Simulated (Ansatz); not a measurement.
In a free zigzag chain of Cu atoms, spin-degenerate bands cross the Fermi level 2 times between Γ and the zone edge.

Method: PBE (plane waves to 420 eV, PAW; Ansatz, a program for electronic structure). Mesh 1×1×78. No spin polarisation, so a magnetic state wasn't tested. Periodic along z alone, with about 11 Å of vacuum beside it. A hypothetical model. Only distortions within the start's symmetry and period were free. Pairing along the axis, which can open a gap, is among the distortions not tried.

Task: What are the conductance and the two-terminal resistance of a perfect, endless piece?

Result: Each crossing on the half of the zone with k > 0 has a partner at −k, so it gives one mode in each direction. Counting spin there are 4 modes, each carrying e²/h = 38.74 μS. G = 4 × 38.74 = 155.0 μS and R = 1/G = 6.45 kΩ, whatever the length. Scattering by phonons, roughness and contacts can only raise R.
